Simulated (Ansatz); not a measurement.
**SiC: band gap against strain**

SiC (zinc blende, F-43m, 10.334 Å³/atom at rest) under an equal strain ε in the (001) plane with the normal axis free, as in a coherent film. r2SCAN in Ansatz, a plane-wave DFT program (PAW, default set), 500 eV, 13×13×13 Γ-centred mesh, Fermi-Dirac smearing 0.05 eV; ions are relaxed within the symmetry of each cell. Gaps are the smallest over the k-mesh and a band path, without spin-orbit coupling; in all rows the valence edge lies at Γ and the conduction edge at about 1.5 Å⁻¹ from Γ.

Here s stands for strain and Eg for gap.

| strain (%) | gap (eV) |
|---|---|
| 0.00 | 1.71 |
| 0.50 | 1.63 |
| 1.00 | 1.55 |
| 1.50 | 1.46 |
| 3.00 | ? |

**Question.** Fit Eg against s with a straight line, and predict the withheld value at s = 3.00.

**Answer.** Means: s 0.75000, Eg 1.587. About the means, the sum of products is -0.20750 and the sum of squares of s is 1.2500; the slope is their ratio. Least squares gives Eg = 1.712 - 0.1660·s. Residuals (row less fit): -0.002, 0.001, 0.004, -0.003; standard error 0.004 (degrees of freedom: 2). Over these rows the gap moves by -17 ± 0.3 eV per unit strain. At the withheld row, Eg = 1.712 - 0.1660 × 3.0 = 1.214 eV. The calculation gives 1.23 eV, 0.016 eV above the prediction (3.3 % of the range of Eg in the table). The row lies outside the fitted rows, so this is an extrapolation. The fitted rows scatter only by rounding.

Rows are the converged runs of the series near zero and its far end; series whose fitted rows scatter by over a few per cent of the range, as at a crossing or softening among them, aren't shown in this form. Most that stay on the fit to the last digits aren't either.
